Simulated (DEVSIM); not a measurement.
Device: Schottky contact on p-type Si, at 250 K.

```tsv
layer (left to right)	material	thickness (μm)	Na (cm⁻³)	τn (s)	τp (s)
1	Si	11.0	3.2e15	2.5e-6	2.5e-6
2	Si	0.850	1e18	2.5e-6	2.5e-6
```

Left contact: Schottky, work function 4.714 eV, emission velocity 4.9e6 cm/s. Right contact: ohmic. Voltage is applied to the left contact. Recombination: SRH at mid-gap, Auger. Gap narrowing is on: ΔEg = 6.92 meV × (l + √(l² + 0.5)), l = ln(N/1.3e17 cm⁻³), shared equally by both band edges. Mobility is μmin + (μ − μmin)/(1 + (N/Nref)^α).

This is a model device: material constants are rounded textbook-type values typed into the input, and sizes, dopings and lifetimes were drawn at random. Values at 300 K; Nc and Nv go as T^1.5, mobilities as T to minus their exponent, the gap by Varshni's rule with the affinity fixed.

```csv
parameter,Si
gap (eV),1.124
affinity (eV),4.05
permittivity,11.7
Nc (cm⁻³),2.86e19
Nv (cm⁻³),3.1e19
μn (cm²/Vs),1417
μp (cm²/Vs),470
"μn,min",52
"μp,min",45
"Nref,n",9.7e16
"Nref,p",2.2e17
αn,0.68
αp,0.72
T exponent of μn,2.3
T exponent of μp,2.2
Cn (cm⁶/s),2.8e-31
Cp (cm⁶/s),9.9e-32
Varshni α (eV/K),0.000473
Varshni β (K),636
```

Model (solved in DEVSIM): 1D drift-diffusion, Boltzmann statistics, complete ionisation; no tunnelling, impact ionisation, image-force lowering or self-heating. Metal contacts follow the ideal Schottky-Mott rule: no Fermi-level pinning, no interface dipoles.

Base results: potential step across the device at zero bias (V) 0.389; dark forward voltage at 100 A/cm² (V) 0.546.

What follows from this one change: metal work function 4.714 → 4.814 eV?

potential step across the device at zero bias 0.389 → 0.289 V; dark forward voltage at 100 A/cm² 0.546 → 0.446 V.

What follows from this one change: metal work function 4.714 → 4.764 eV?

potential step across the device at zero bias 0.389 → 0.339 V; dark forward voltage at 100 A/cm² 0.546 → 0.496 V.

What follows from this one change: doping Na of layer 1 3.2e+15 → 9.6e+16 cm^-3?

potential step across the device at zero bias little changed (0.389 V); dark forward voltage at 100 A/cm² 0.546 → 0.232 V.

What follows from this one change: temperature 250 → 450 K?

potential step across the device at zero bias 0.389 → 0.246 V; dark forward voltage at 100 A/cm² 0.546 → 1.140 V.

What follows from this one change: constant mobility in place of the doping-dependent one?

potential step across the device at zero bias little changed (0.389 V); dark forward voltage at 100 A/cm² 0.546 → 0.532 V.
